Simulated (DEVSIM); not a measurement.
Structure: abrupt InP p-n junction, at 350 K.

Layer 1 from the left is InP, thickness (μm) 16.0, Na (cm⁻³) 5.7e15, τn (s) 8e-8, τp (s) 8e-8. Layer 2 from the left is InP, thickness (μm) 0.600, Nd (cm⁻³) 5.6e16, τn (s) 8e-8, τp (s) 8e-8.

Left contact: ohmic. Right contact: ohmic. Voltage is applied to the left contact. Recombination: SRH at mid-gap, Auger. Mobility is constant in doping.

This is a model device: material constants are rounded textbook-type values typed into the input, and sizes, dopings and lifetimes were drawn at random. Values at 300 K; Nc and Nv go as T^1.5, mobilities as T to minus their exponent, the gap by Varshni's rule with the affinity fixed.

InP: gap (eV) 1.344, affinity (eV) 4.38, permittivity 12.5, Nc (cm⁻³) 5.7e17, Nv (cm⁻³) 1.1e19, μn (cm²/Vs) 5200, μp (cm²/Vs) 170, T exponent of μn 2, T exponent of μp 2, Cn (cm⁶/s) 9e-31, Cp (cm⁶/s) 9e-31, Varshni α (eV/K) 0.000363, Varshni β (K) 162.

Simulated with DEVSIM: 1D drift-diffusion, Boltzmann statistics, complete ionisation; no tunnelling, impact ionisation, image-force lowering or self-heating.

Dark forward current:

```
|V| (V)  |J| (A/cm²)
-------  -----------
0.05        4.642e-9
0.10        1.477e-8
0.15        3.846e-8
0.20        9.524e-8
0.25        2.340e-7
0.30        5.836e-7
0.35        1.514e-6
0.40        4.230e-6
0.45        1.326e-5
0.50        4.800e-5
0.55       0.0001994
0.60       0.0009174
0.65        0.004491
0.70         0.02272
0.75          0.1164
0.80          0.5898
0.85           2.769
0.90           10.60
0.95           30.85
1.00           70.94
1.05           137.2
1.10           234.2
1.15           365.0
1.20           531.6
1.25           735.3
1.30           976.9
```

**Question.** Work out the local ideality factor n = ΔV / (kT/q · ln(J2/J1)) between the rows 0.15 and 0.20 V, 0.70 and 0.75 V, 1.25 and 1.30 V.

**Answer.** kT/q = 30.16 mV. From 0.15 to 0.20 V: ln(9.524e-8/3.846e-8) = 0.907, n = 1.83. From 0.70 to 0.75 V: ln(0.1164/0.02272) = 1.634, n = 1.01, near the 1 of diffusion or emission over a barrier. From 1.25 to 1.30 V: ln(976.9/735.3) = 0.284, n = 5.84.

**Question.** Estimate the current at 0.70 V from the Shockley equation with J0 = Σ q ni² D/(N L) coth(W/L), τ joining the SRH, radiative and Auger lifetimes that are on, and W taken as the whole layer.

**Answer.** ni² = 7.54e17 cm⁻⁶; electrons in the p layer: μ = 3820 cm²/Vs, D = 115 cm²/s, τ = 8.00e-8 s, L = 30.4 μm, W/L = 0.53, term 1.66e-12 A/cm²; holes in the n layer: μ = 125 cm²/Vs, D = 3.77 cm²/s, τ = 8.00e-8 s, L = 5.49 μm, W/L = 0.11, term 1.36e-13 A/cm². J0 = 1.80e-12 A/cm², and J = J0 exp(qV/kT) = 0.0216 A/cm². The simulation gives 0.0227 A/cm²; the estimate lies 4.8 % below. The estimate leaves out recombination in the depletion region and that region's share of W.
